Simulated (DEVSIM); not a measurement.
Device: abrupt Ge n-p junction, at 300 K.

| layer (left to right) | material | thickness (μm) | Nd (cm⁻³) | Na (cm⁻³) | τn (s) | τp (s) |
|---|---|---|---|---|---|---|
| 1 | Ge | 0.540 | 6.6e15 | - | 1.4e-7 | 1.4e-7 |
| 2 | Ge | 0.910 | - | 8.6e16 | 1.4e-7 | 1.4e-7 |

Left contact: ohmic. Right contact: ohmic. Voltage is applied to the left contact. Recombination: SRH at mid-gap, Auger. Mobility is μmin + (μ − μmin)/(1 + (N/Nref)^α).

The device is made up for the run: typed textbook-type constants, with dimensions and the other settings drawn at random. Values at 300 K.

```
parameter           Ge
-------------  -------
gap (eV)         0.664
affinity (eV)        4
permittivity        16
Nc (cm⁻³)      1.04e19
Nv (cm⁻³)         6e18
μn (cm²/Vs)       3900
μp (cm²/Vs)       1900
μn,min             150
μp,min             100
Nref,n          2.6e17
Nref,p            4e17
αn                0.56
αp                 0.6
Cn (cm⁶/s)       1e-31
Cp (cm⁶/s)       1e-31
```

DEVSIM, 1D drift-diffusion, Boltzmann statistics, complete ionisation; no tunnelling, impact ionisation, image-force lowering or self-heating.

Base results: dark forward voltage at 1 A/cm² (V) 0.108; largest field in the device at zero bias (V/cm) 23000; potential step across the device at zero bias (V) 0.364; dark forward voltage at 100 A/cm² (V) 0.235.

Problem. What follows from this one change: thickness of layer 2 0.91 → 0.18 μm?

Solution. dark forward voltage at 1 A/cm² 0.108 → 0.103 V; largest field in the device at zero bias little changed (23000 V/cm); potential step across the device at zero bias little changed (0.364 V); dark forward voltage at 100 A/cm² 0.235 → 0.229 V.

Problem. What follows from this one change: doping Nd of layer 1 6.6e+15 → 6.6e+16 cm^-3?

Solution. dark forward voltage at 1 A/cm² 0.108 → 0.169 V; largest field in the device at zero bias 23000 → 56000 V/cm; potential step across the device at zero bias 0.364 → 0.423 V; dark forward voltage at 100 A/cm² 0.235 → 0.289 V.
